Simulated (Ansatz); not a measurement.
Base system: ZnCu2SnS4 (space group I-4, No. 82).

```
CELL_PARAMETERS angstrom
     -2.68686     2.68686     5.37741
      2.68686    -2.68686     5.37741
      2.68686     2.68686    -5.37741
ATOMIC_POSITIONS crystal
  Cu 0.00000 0.00000 0.00000
  Cu 0.75000 0.25000 0.50000
  Zn 0.25000 0.75000 0.50000
  Sn 0.50000 0.50000 0.00000
  S  0.37036 0.89854 0.00905
  S  0.10146 0.11050 0.47182
  S  0.88950 0.36131 0.99095
  S  0.63869 0.62964 0.52818
```

Cartesian axes are those of the cell as printed.

Calculations: PBEsol in Ansatz (plane waves to 420 eV, PAW, no spin-orbit coupling).

Before the change:

```
Quantity           Result
---------------  --------
Pressure          0.0 GPa
Volume per atom  19.41 Å³
```

Now apply this change: biaxial strain +3.00 %, plane normal [001], relaxed out of plane (Cartesian); in-plane vectors clamped, the third vector and the atoms free.

Problem. How does this affect the pressure?

Solution. The pressure (mean of the normal stresses, compression positive) goes from zero to -1.6 GPa.

Problem. Estimate the effect on the volume per atom.

Solution. The volume per atom grows by 0.38 Å³ to 19.79 Å³.

Problem. What happens to the energy relative to the base?

Solution. The energy rises by 8.9 meV/atom.

Stability against distortions was not tested. All final runs are without spin polarisation. Gaps under 0.05 eV, about the width of the smearing, are given as zero.

Ansatz is a first-principles code.
